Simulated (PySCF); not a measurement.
PySCF 2.14.0, PBE0/def2-svp, df: W(O)(NMe)(OMe)(NH2) (C[N]=[W]([NH2])(=[O])[O]C), 15 atoms. The geometry is a generated start, not checked to be a minimum at this level.

```
Item                                                Result
-------------------------  -------------------------------
task                                                energy
method                                                pbe0
basis                                             def2-svp
two-electron scheme                        density fitting
mol.max_memory                                     3000 MB
mf.max_cycle                                           100
mf.init_guess                              minao (default)
mf.DIIS                                    CDIIS (default)
mf.conv_tol                                1e-09 (default)
mf.grids.level                                 3 (default)
effective core potentials  those of the basis set, past Kr
basis functions                                        156
grid points                                         186976
```

```xyz
15

W      0.2400     0.5764     0.6936
O      1.2504     1.9105     0.9745
N     -0.7585     0.7597    -0.7856
C     -1.3217     1.2383    -2.0077
H     -1.2105     0.4953    -2.8086
H     -2.3940     1.4354    -1.8867
H     -0.8368     2.1706    -2.3304
O      1.2025    -1.0184     0.6500
C      1.8226    -2.1383     0.0934
H      1.6627    -2.1552    -0.9967
H      2.9033    -2.1165     0.2976
H      1.4014    -3.0563     0.5291
N     -1.0669     0.5184     2.2271
H     -2.0873     0.4464     2.2205
H     -0.8072     0.9336     3.1300
```

Charge 0 and multiplicity 1 are set for this test and not shown to be the ground state.

One run each on 2 threads, 1 BLAS thread. Values of diis_space tried: 3, 5, 8 (default), 12, 20.

Task: Predict the course of the Fock builds along this series.

Result: Fewest Fock builds, within one of each other: 8 (default) with 15, 12 with 15, 20 with 15. The count rises to 43 at 3. All converge to one solution.

```
diis_space   Fock builds            end
-----------  -----------  -------------
3                     43  same solution
5                     19  same solution
8 (default)           15  same solution
12                    15  same solution
20                    15  same solution
```
